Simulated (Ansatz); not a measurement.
Levels about the gap of amorphous Al₄₅O₇₂H₉ (126 atoms in a cell of 1207 Å³, 3.27 g/cm³; zone centre alone, so wide bands show as single levels with stretches between that a denser mesh fills), at the geometry that PBE relaxed, where it gives 3.6 GPa on a denser mesh. Exact exchange is cut at the faces of this small cell, which leaves a finite-size error. The participation number counts the atoms over which a state spreads; weights are charges in smoothed Voronoi cells. The levels come from a single point, so bond lengths are those of that geometry. Method of the levels: HSE06, scalar-relativistic without spin-orbit coupling (Ansatz, an electronic-structure program). Sampling: the zone centre alone; Fermi-Dirac width 0.02 eV; no spin polarisation. At PBE the levels at the filled edge of the gap are localised (band-tail or defect states), and the nearest spread-out levels lie 4.2 eV apart at the zone centre.

Preparation: random packing, a CHGNet melt and quench, and a DFT relaxation. O atoms were pushed apart under 1.9 Å during the dynamics, to hinder bonds among them. The hot cell started wider than the set density and was brought back towards it in steps. It is the lowest in DFT energy of 2 quenches. It is a model cell: composition and starting density were chosen by hand, and all elements were melted together. No dispersion term was used. Its density started from a set value of 3.27 and ended at 3.27 g/cm³. Cooling (nominally 190 K/ps over its main leg) ran many orders faster than in experiment, which tends to leave more defects and strain. Values belong to this one cell and scatter from quench to quench. The volume was held where the preparation left it, at a PBE pressure of 3.6 GPa. Stress components on the final sampling reach 5.2 GPa.

| E - E(highest filled), eV | filling | participation number | largest on | weight O | weight Al | weight H |
|---|---|---|---|---|---|---|
| -0.42 | filled | 7.9 | O, 3 neighbours | 0.95 | 0.05 | 0.01 |
| -0.40 | filled | 9.5 | O, 3 neighbours | 0.95 | 0.05 | 0.01 |
| -0.32 | filled | 15.0 | O, 3 neighbours | 0.94 | 0.05 | 0.01 |
| -0.29 | filled | 6.2 | O, 3 neighbours | 0.94 | 0.04 | 0.01 |
| -0.17 | filled | 3.8 | O, 3 neighbours | 0.94 | 0.05 | 0.01 |
| -0.11 | filled | 8.1 | O, 3 neighbours | 0.94 | 0.05 | 0.02 |
| 0.00 | filled | 6.2 | O, 3 neighbours | 0.94 | 0.04 | 0.01 |
| 5.31 | empty | 95.0 | Al, 5 neighbours | 0.54 | 0.39 | 0.08 |
| 6.60 | empty | 17.8 | Al, 5 neighbours | 0.52 | 0.42 | 0.06 |
| 7.22 | empty | 40.3 | H, 1 neighbours | 0.53 | 0.33 | 0.15 |
| 7.34 | empty | 28.6 | Al, 4 neighbours | 0.53 | 0.38 | 0.09 |
| 7.53 | empty | 73.1 | O, 4 neighbours | 0.57 | 0.35 | 0.09 |
| 7.56 | empty | 58.3 | H, 1 neighbours | 0.53 | 0.37 | 0.10 |
| 7.79 | empty | 48.0 | Al, 5 neighbours | 0.57 | 0.38 | 0.05 |

Most localised among these is the filled level at -0.17 eV, on a O atom, which has 3 neighbours (Al 1.79 Å, Al 1.82 Å, Al 1.93 Å).
